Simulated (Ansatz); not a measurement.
A computed series for SnO: response to strain

Take SnO in the litharge type structure (space group P4/nmm, No. 129; a = 3.793 Å, c = 4.764 Å; layered, stacked along the Cartesian z axis) as the base.

Strains are applied to the cell and any free atomic positions relax.

The values are results of Ansatz (an electronic-structure program), r2SCAN+rVV10, PAW, cutoff 500 eV, no SOC, not measurements.

Notes on the quantities. pressure: mean of the normal stresses, compression positive.

```tsv
isotropic strain (%)	pressure (GPa)
-5.8	14.1
-0.8	1.3
-0.62	?
0	0.0
2.51	-3.6
```

Fit P = P₀ − Bδ + Cδ² with δ = (1 + ε)³ − 1 to the rows shown and predict the withheld row.

Least squares on the printed values gives P₀ = -0.1 GPa, B = 58.4 GPa (at held cell shape), C = 171 GPa (largest residual 0.1 GPa); this predicts 1.0 GPa, and the run gives 1.0 GPa, in agreement.

The mesh was chosen for an insulator and is coarse for the gapless case. Whether these cells are dynamically stable was not tested. All final runs are without spin polarisation.
